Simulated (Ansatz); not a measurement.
# Hypothetical CdI2 type OsO2 under a change: isotropic strain −3.39 %

The reference is OsO2 in the CdI2 type structure (space group P-3m1, No. 164; a = 2.769 Å, c = 5.101 Å; a hypothetical phase, not in the database extracts checked; layered, stacked along the Cartesian z axis; relaxed with 0.1 eV smearing).

Modification: the cell is scaled by 0.9661 in all directions, atoms relaxed at fixed cell.

Calculations: Ansatz (a first-principles code), PBE-D3(BJ), PAW, cutoff 420 eV, without spin-orbit coupling. k-mesh 24×24×11 (Γ-centred); smearing 0.1 eV (Fermi–Dirac).

- Space group = P-3m1 (No. 164) (base P-3m1 (No. 164))
- Shortest interatomic distance = 2.040 Å (base 2.054 Å)
- Energy relative to the base (free energy F) = +42 meV/atom
- Pressure (mean of the normal stresses, compression positive) = 14.0 GPa (base 0.0 GPa)
- Band gap = zero (base zero)
- Largest internal atomic displacement = 0.086 Å

Final structure:

```
CELL_PARAMETERS angstrom
      2.67492     0.00000     0.00000
     -1.33746     2.31655     0.00000
      0.00000     0.00000     4.92778
ATOMIC_POSITIONS crystal
  Os 0.00000 0.00000 0.00000
  O  0.33333 0.66667 0.27038
  O  0.66667 0.33333 0.72962
```

No phonon test of stability was made. No Hubbard U is applied, and correlation can decide whether such a compound is a metal. The final runs are not spin-polarised.
